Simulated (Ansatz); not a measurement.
## Effect of isotropic strain −2.40 % on KTaO3

Take KTaO3 in the cubic perovskite structure (space group Pm-3m, No. 221; a = 4.024 Å) as the base.

Now apply this change: every lattice vector is shortened by 2.40 %, atoms relaxed at fixed cell.

Level of theory: PBE/PAW in Ansatz (an electronic-structure program), scalar-relativistic without spin-orbit coupling. k-mesh 8×8×8 (Γ-centred); smearing 0.05 eV (Fermi–Dirac).

The volume per atom decreases by 0.92 Å³ to 12.12 Å³ and the shortest interatomic distance shrinks by 0.048 Å (2.012 Å → 1.964 Å). The energy goes up by 43 meV/atom and the pressure increases by 16.14 GPa, from 0.01 GPa to 16.15 GPa. The band gap increases by 0.164 eV to 2.33 eV and the gap character is still indirect, R → Γ. The smallest direct gap goes up by 0.123 eV to 2.91 eV and the mean gap deformation potential ΔEg/Δln V comes out as -2.2 eV. The width of the top valence band goes up by 0.028 eV (1.07 eV → 1.09 eV).

With Ta present, leaving out spin-orbit coupling can change the band edges. No phonon test of stability was made.
